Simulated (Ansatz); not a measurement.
Band structure of CsBr (Pm-3m, 2 atoms in the cell).

```yaml
crystal:
  lattice:
    - [4.29000, 0.00000, 0.00000]
    - [0.00000, 4.29000, 0.00000]
    - [0.00000, 0.00000, 4.29000]
  atoms:
    - { symbol: Cs, position: [0.00000, 0.00000, 0.00000] }
    - { symbol: Br, position: [0.50000, 0.50000, 0.50000] }
```

Computed with PBE (plane waves, PAW; Ansatz, an electronic-structure program).

Settings: basis.ecutwfc = 420 eV; kpoints.mp_grid.grid = 8 8 8; hamiltonian.xc = pbe; hamiltonian.pseudopotentials = {kind: paw} (the program's default PAW files); scf.occupations.method = fermi_dirac; scf.occupations.width = 0.01 eV; kpoints.band_path.npoints = 8.

The starting cell has typed, rounded lattice constants, without a prior relaxation at this level.

Task: Predict the gap along the standard path and the places of the band edges.

Result: The gap along the path is 4.52 eV, direct at Γ to within 0.01 eV.

Levels in eV from the top of the valence band on the path, bands 5 to 11:
```csv
point,5,6,7,8,9,10,11
Γ,-6.36,0.00,0.00,0.00,4.52,4.93,4.93
X,-6.25,-1.32,-0.21,-0.21,5.94,7.30,7.77
M,-6.19,-0.57,-0.57,0.00,5.28,5.51,7.24
R,-6.76,-1.17,-1.17,-1.17,8.33,8.33,8.33
```

Keys are those of Ansatz 0.2.
